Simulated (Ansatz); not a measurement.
Ansatz (a first-principles code) run on Be (P6_3/mmc, 4 atoms in the cell): self-consistent single point.

Computed with revPBE, default PAW files made with PBE (plane waves; Ansatz).

```
Be
1.0
    2.30384     0.00000     0.00000
   -1.15192     1.99518     0.00000
    0.00000     0.00000     7.41261
Be
4
Cartesian
  0.00000   0.00000   0.00000
  0.00000   0.00000   3.70631
  0.00000   1.33012   1.85315
  1.15192   0.66506   5.55946
```

Reference input (self-consistent single point, DFT, revPBE, plane waves, default PAW files made with PBE): kpoints.mp_grid.grid = 11 11 3; hamiltonian.xc = revpbe; hamiltonian.pseudopotentials = {kind: paw} (the program's default PAW files); scf.occupations.method = cold; scf.occupations.width = 0.272 eV. This run's input differs from it in these lines:

Ansatz 0.2 input:
```diff
@@ -13,3 +13,3 @@
   mp_grid:
-    grid: [11, 11, 3]
+    grid: [9, 9, 3]
 hamiltonian:
```

Output (repeated stretches shortened):

```
SCF iter   1: F=—  HF=-373.610229 eV  |F-HF|=—  |Δ(HF+E_count)|=         —  Δρ=2.03e-3  dr2=1.09e-3  ethr=1.77e-3  ⟨swp⟩=5.1  Hψ=1362  notcnv=0
all-band conjugate gradients solve this SCF's bands
preconditioner: auto → none
SCF iter   2: F=—  HF=-373.610158 eV  |F-HF|=—  |Δ(HF+E_count)|=   7.09e-5  S|Δr|=    0.00e0  Δρ=9.70e-4  dr2=2.19e-4  ethr=1.37e-5  ⟨swp⟩=1.1  Hψ=390  notcnv=0
SCF iter   3: F=—  HF=-373.610144 eV  |F-HF|=—  |Δ(HF+E_count)|=   1.42e-5  S|Δr|=    0.00e0  Δρ=2.01e-4  dr2=2.83e-5  ethr=2.74e-6  ⟨swp⟩=1.6  Hψ=245  notcnv=0
SCF iter   4: F=—  HF=-373.610165 eV  |F-HF|=—  |Δ(HF+E_count)|=   2.09e-5  S|Δr|=    0.00e0  Δρ=1.46e-5  dr2=2.89e-8  ethr=1.25e-9  ⟨swp⟩=3.9  Hψ=977  notcnv=0
SCF iter   5: F=-373.610165 eV  HF=-373.610165 eV  |F-HF|=1.68e-10  |Δ(HF+E_count)|=   2.11e-8  S|Δr|=    0.00e0  Δρ=1.67e-6  dr2=6.95e-10  ethr=3.61e-10  ⟨swp⟩=1.8  Hψ=583  notcnv=0
SCF 1 converged in 5 iterations: F = -373.610165 eV  dr2 = 6.95e-10
Stability not checked (fill_not_monotonic)
Free energy (F): -373.610165 eV
Internal energy: -373.608859 eV  (E = F + TS)
E sigma→0 (E₀):  -373.609730 eV
Entropy (-TS):   -0.001306 eV (-0.327 meV/atom)
Fermi energy:    7.348398 eV
--- Forces (eV/Å), atoms counted from 1 ---
  atom   1  Be    -0.00000000    -0.00000000     0.00000000
   [... zero for the other atoms too ...]
--- Stress (GPa, compression-positive) ---
       -3.774954       0.000000       0.000000
        0.000000      -3.774954       0.000000
        0.000000       0.000000     -10.158011
  P = ⅓ Tr σ = -5.9026 GPa (-59.026 kbar)
  The stress holds the Pulay correction. Without it, at fixed plane waves, as pw.x and ABINIT print it: P = -5.9504 GPa
```

The run converged in 5 iterations. Against the reference run the free energy drops by 9.3 meV/atom and the pressure goes from -5.74 to -5.90 GPa.

The starting cell was generated: these elements placed on a structure prototype, without a prior relaxation; it need not be a known phase or ordering of this composition. Its lattice was rescaled by a random factor within 2.5 % of one. With a pressure of about -6 GPa the cell is away from its equilibrium volume at this level. Ansatz's pressure includes its estimate of the finite-basis (Pulay) stress.
